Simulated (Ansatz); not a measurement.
# Hypothetical rock salt SbP, response to strain

Consider SbP in the rock salt structure (space group Fm-3m, No. 225; a = 5.634 Å; a hypothetical phase, not in the database extracts checked; relaxed with 0.1 eV smearing). Axes: x, y, z lie along the cube axes.

Strains are applied to the cell and any free atomic positions relax; under biaxial strain the out-of-plane vector relaxes too; under stress the whole cell relaxes.

All numbers come from PBE (Ansatz, an electronic-structure program, PAW, no spin-orbit coupling).

Notes on the quantities. energy relative to the base: free energy F.

| change | energy relative to the base | shortest interatomic distance |
|---|---|---|
| base | 0 meV/atom | 2.817 Å |
| biaxial strain +0.89 %, plane normal [001], relaxed out of plane | +2.1 meV/atom | 2.811 Å |
| biaxial strain +1.48 %, plane normal [001], relaxed out of plane | +5.8 meV/atom | 2.808 Å |
| isotropic strain −0.34 % | ___ | 2.807 Å |
| isotropic strain +2.63 % | +30 meV/atom | 2.891 Å |
| isotropic strain +4.92 % | +97 meV/atom | 2.956 Å |
| uniaxial strain ε_xx = −1.29 % | +2.2 meV/atom | 2.781 Å |
| uniaxial strain ε_xx = +0.84 % | +0.9 meV/atom | 2.817 Å |
| uniaxial stress, 3 GPa tension along x | +4.0 meV/atom | 2.811 Å |
| tensor shear ε_yz = −0.26 % | 0.0 meV/atom | 2.817 Å |

Task: Some entries are withheld; estimate them.

Result: 
- isotropic strain −0.34 %, energy relative to the base: +0.5 meV/atom

Beyond what the load breaks, stability against distortions was not tested. The final runs are not spin-polarised.
